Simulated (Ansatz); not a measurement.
## HgS: isotropic strain +1.00 %

The parent structure is HgS in the zinc blende structure (space group F-43m, No. 216; a = 5.876 Å).

Modification: an isotropic linear strain of +1.00 %, atoms relaxed at fixed cell.

Method: PBEsol/PAW in Ansatz (an electronic-structure program), scalar-relativistic without spin-orbit coupling. k-mesh 10×10×10 (Γ-centred); smearing 0.05 eV (Fermi–Dirac).

```tsv
quantity	base	changed	shift
volume per atom	25.36 Å³	26.13 Å³	+0.77 Å³
space group	F-43m (No. 216)	F-43m (No. 216)	–
energy relative to the base (free energy F)	0 meV/atom	+4.1 meV/atom	+4.1 meV/atom
pressure	0.0 GPa	-1.7 GPa	-1.7 GPa
band gap	zero	zero	–
```

A case with no gap was solved on a k-mesh chosen for an insulator, which is coarse for it. With Hg present, leaving out spin-orbit coupling can change the band edges. Stability against distortions was not tested. The final runs are not spin-polarised. The zero or small gap of HgS can change with the level of theory.
